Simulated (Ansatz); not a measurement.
Formation energy of the localised charge states of O interstitial in metastable alpha Ga2O3 (start: void with 2O nearest, no. 1; 120-site cell, 2×2×2 Γ-centred sampling) against the Fermi level, O-rich (Δμ(O) = 0.00 eV; only phases computed here count, gases as isolated molecules at 0 K). These are PBE, PAW (plane waves to 420 eV; Ansatz, a program for electronic structure) values and carry that method's errors.

Charges from +1 to −2 were run; one beyond them could lie lower near a band edge.

Cell and caveats: 120-site cell; 2×2×2 Γ-centred k-points; host gap 2.40 eV; charged states image-corrected; not converged in cell size; flagged in the runs: a doubtful potential alignment, a host whose relaxation on this sampling wasn't shown to rest, a strain field that reaches the edge of the cell.

| E_F − E_VBM (eV) | q = +1 | q = 0 | q = −1 | q = −2 |
|---|---|---|---|---|
| 0.00 | 2.34 | 2.93 | 5.70 | 7.47 |
| 0.30 | 2.64 | 2.93 | 5.40 | 6.87 |
| 0.60 | 2.94 | 2.93 | 5.10 | 6.27 |
| 0.90 | 3.24 | 2.93 | 4.80 | 5.67 |
| 1.20 | 3.54 | 2.93 | 4.50 | 5.07 |
| 1.50 | 3.84 | 2.93 | 4.20 | 4.47 |
| 1.80 | 4.14 | 2.93 | 3.90 | 3.87 |
| 2.10 | 4.44 | 2.93 | 3.60 | 3.27 |
| 2.40 | 4.74 | 2.93 | 3.30 | 2.67 |

Crossings of the lowest lines: (+1/0) at 0.60 eV; (0/−2) at 2.27 eV.
